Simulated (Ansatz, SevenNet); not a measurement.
## Lattice parameter a of B (model structure, started from the bcc type, Im-3m, No. 229, 1 atom in the cell) at several levels of theory

No measured value is used here.

| level (code) | value (Å) |
|---|---|
| SevenNet-l3i5 | 2.221 |
| LDA (Ansatz) | 2.280 |
| PBE (Ansatz) | 2.307 |
| PBEsol (Ansatz) | 2.297 |
| PBE-D3(BJ) (Ansatz) | 2.285 |
| r²SCAN (Ansatz) | 2.294 |

PBE-D3(BJ): a distance lies near a switch of the dispersion term, which can move the cell. Cutoffs differ between the levels. Ansatz's density-functional and Hartree–Fock values are scalar-relativistic unless marked +SOC, with PAW data made under PBE.

Machine-learned potentials (SevenNet-l3i5) are trained on DFT data: a solid inside that data is no test of them.

A model structure was made by putting elements into a prototype or built by hand; it is no filed structure, need not be a known phase, and can be a saddle point held by its symmetry.

Ansatz is a quantum-chemistry and plane-wave program.
